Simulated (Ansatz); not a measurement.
Amorphous Hf18O36Cu, 55 atoms at 9.01 g/cm³, one PBE-relaxed geometry, zone centre. Methods: PBE, scalar-relativistic without spin-orbit coupling (Ansatz, an electronic-structure program); r2SCAN, scalar-relativistic without spin-orbit coupling (Ansatz); HSE06, scalar-relativistic without spin-orbit coupling (Ansatz). Plane waves to 420 eV (r2SCAN 500 eV); exact exchange is cut at the cell's faces. In the spin-polarised cell the level spacing at the Fermi energy can part levels of unlike spin.

It comes from a melt-quench run on a machine-learned potential (CHGNet), relaxed afterwards by DFT. O atoms were pushed apart under 1.9 Å during the dynamics, to hinder bonds among them. The hot cell started wider than the set density and was brought back towards it in steps. It is the lowest in DFT energy of 2 quenches. It is a model cell: composition and starting density were chosen by hand, and all elements were melted together. No dispersion term was used. Its density started from a set value of 9.01 and ended at 9.01 g/cm³. Cooling (nominally 300 K/ps over its main leg) ran many orders faster than in experiment, which tends to leave more defects and strain. Values belong to this one cell and scatter from quench to quench. The volume was held where the preparation left it, at a PBE pressure of 3.3 GPa. Stress components on the final sampling reach 4.5 GPa. On a 2×2×2 Γ-centred mesh force components of up to 0.19 eV/Å stay, since the relaxation ran on the zone centre alone.

The relaxation ran on the zone centre alone. At PBE the level spacing at the Fermi energy is 0.58 eV on a 2×2×2 Γ-centred mesh, and the spacing at the zone centre alone 0.67 eV.

What zone-centre spacing does r2SCAN give, roughly?

0.99 eV (+0.32 eV against PBE).

What zone-centre spacing does HSE06 give, roughly?

1.55 eV (+0.88 eV against PBE).

The highest filled and the lowest empty state spread over these numbers of atoms (participation numbers): PBE: 8.3 and 17.3; r2SCAN: 7.1 and 20.2; HSE06: 6.8 and 20.7.
